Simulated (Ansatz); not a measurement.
We consider SnO (P4/nmm, No. 129, 4 atoms in the cell; start mp-545552), described by r²SCAN in Ansatz (PAW).

Run with plane-wave cutoff 500 eV, 12×8×10 k mesh (along the axes of the cell as run), Fermi–Dirac smearing 0.05 eV, scalar-relativistic PAW data made under PBE.

Cell (relaxed at this level):

Space group P4/nmm, origin choice 1 (No. 129); a = b = 3.808 Å, c = 4.938 Å, α = β = γ = 90.00°

```
atom  site  symmetry       x       y       z
----  ----  --------  ------  ------  ------
Sn      2c       4mm  0.0000  0.5000  0.2323
O       2a      -4m2  0.0000  0.0000  0.0000
```

### Question
Predict the band gap.

### Answer

* **band gap**: 0.36 eV (on the SCF k mesh)

Note: the relaxation could not lower the start's symmetry, so the cell can be a saddle point above a distorted one.

Spin–orbit coupling is not included.

Computed values are for the static lattice.

A start named mp-… is a Materials Project structure, which need not be a measured phase.

Ansatz is a program for electronic structure.
